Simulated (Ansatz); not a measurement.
## Relaxation of the atoms of CsHg (P-1, 8 atoms in the cell) at several settings

```yaml
crystal:
  lattice:
    - [7.17696, 0.00000, 0.00000]
    - [-0.22672, 7.51247, 0.00000]
    - [-1.79163, -2.38048, 6.99534]
  atoms:
    - { symbol: Cs, position: [0.75721, 0.34052, 0.55139] }
    - { symbol: Cs, position: [0.24279, 0.65948, 0.44861] }
    - { symbol: Cs, position: [0.31213, 0.21193, 0.86098] }
    - { symbol: Cs, position: [0.68787, 0.78807, 0.13902] }
    - { symbol: Hg, position: [0.81114, 0.89539, 0.71290] }
    - { symbol: Hg, position: [0.18886, 0.10461, 0.28710] }
    - { symbol: Hg, position: [0.13512, 0.75270, 0.94632] }
    - { symbol: Hg, position: [0.86488, 0.24730, 0.05368] }
```

Base: LDA (PW92), PAW files made with PBE (Ansatz, a program for electronic structure). Its settings: basis.ecutwfc = 30.9 Ry; kpoints.mp_grid.grid = 3 3 3; hamiltonian.xc = lda; hamiltonian.pseudopotentials = {kind: paw} (the program's default PAW files); scf.occupations.method = gaussian; scf.occupations.width = 0.0073 Ry. Starting volume 47.15 Å³ per atom.

Each line gives the change from the base single point and the result:

- atoms moved at random; relax: default → atoms; relax.f_tol: default → 0.1 eV/Å: pressure -0.93 GPa; largest force (vector length) 0.010 eV/Å; relaxation steps 3; free energy against the base single point -3.8 meV/atom.
- atoms moved at random; scf.convergence.dr2_threshold: default (1e-07 eV) → 0.001 eV; relax: default → atoms; relax.f_tol: default → 0.03 eV/Å: pressure -0.92 GPa; largest force (vector length) 0.017 eV/Å; relaxation steps 3; free energy against the base single point -3.8 meV/atom.
- atoms moved at random; relax: default → atoms; relax.f_tol: default → 0.005 eV/Å: pressure -0.92 GPa; largest force (vector length) 0.001 eV/Å; relaxation steps 5; free energy against the base single point -3.8 meV/atom.

The starting cell comes from a database of computed structures (which also holds hypothetical and non-ambient phases and stackings), without a prior relaxation at this level. Its lattice was rescaled by a random factor within 2.5 % of one. Ansatz's pressure includes its estimate of the finite-basis (Pulay) stress.

Keys are those of Ansatz 0.2.
